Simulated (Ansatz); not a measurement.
End structure of the (111) surface of bcc Nb in its 1x1 cell, outermost plane spacing 0.96 Å in the ideal cut:

```yaml
crystal:
  lattice:
    - [4.68232, 0.00000, 0.00000]
    - [-2.34116, 4.05500, 0.00000]
    - [0.00000, 0.00000, 26.00000]
  atoms:
    - { symbol: Nb, position: [0.33333, 0.66667, 0.32836] }
    - { symbol: Nb, position: [0.66667, 0.33333, 0.35547] }
    - { symbol: Nb, position: [0.00000, 0.00000, 0.38693] }
    - { symbol: Nb, position: [0.33333, 0.66667, 0.42866] }
    - { symbol: Nb, position: [0.66667, 0.33333, 0.46264] }
    - { symbol: Nb, position: [0.00000, 0.00000, 0.50000] }
    - { symbol: Nb, position: [0.33333, 0.66667, 0.53736] }
    - { symbol: Nb, position: [0.66667, 0.33333, 0.57134] }
    - { symbol: Nb, position: [0.00000, 0.00000, 0.61307] }
    - { symbol: Nb, position: [0.33333, 0.66667, 0.64453] }
    - { symbol: Nb, position: [0.66667, 0.33333, 0.67164] }
```

Set-up: 11 atoms, 9.6 Å thick at the start (thin: gaps and levels are the slab's own); mesh 9x9x1; 0.1 eV smearing; dipole correction on; all atoms relaxed; start symmetry kept, larger cells not searched; no spin, no spin-orbit, no U.

**Question.** What is the computed work function of the top face (Ansatz (a first-principles code) with PBE)?

**Answer.** 3.79 eV

**Question.** Estimate the surface energy (mean of both faces) that PBE returns for this input.

**Answer.** 150 meV/Å²
